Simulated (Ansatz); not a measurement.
Base system: AlP in the zinc blende structure (space group F-43m, No. 216; a = 5.471 Å).

Calculations: Ansatz (a first-principles code), PBEsol, PAW, cutoff 420 eV, no spin-orbit coupling.

For the base:

- Electron mass = 0.77 mₑ along k, 0.24 mₑ across (at X)
- Gap character = indirect, Γ → X
- Volume per atom = 20.46 Å³
- Band gap = 1.45 eV
- Hole mass = 0.19, 0.54, 0.54 mₑ (at Γ)

The change: In takes the place of Al on all its sites, then cell and atoms are relaxed.

Tabulated Pauling electronegativity and covalent radius: Al 1.61, 1.21 Å; In 1.78, 1.42 Å.

Problem. Predict the new electron mass.

Solution. The electron mass goes from 0.77 mₑ along k, 0.24 mₑ across (at X) to 0.046 mₑ (at Γ).

Problem. Estimate the effect on the gap character.

Solution. The gap character goes from indirect, Γ → X to direct at Γ.

Problem. What happens to the volume per atom?

Solution. The volume per atom rises by 4.93 Å³ (20.46 Å³ → 25.39 Å³).

Problem. Estimate the effect on the band gap.

Solution. The band gap falls by 0.88 eV to 0.57 eV.

Problem. What does the calculation give for the hole mass after the change?

Solution. The hole mass (degenerate bands, along [100]) becomes 0.045, 0.43, 0.43 mₑ (at Γ) (base: 0.19, 0.54, 0.54 mₑ (at Γ)).

Masses are band curvatures over ±0.01 Å⁻¹ around the edge. Along k means along the line from Γ to the band edge. No phonon test of stability was made.
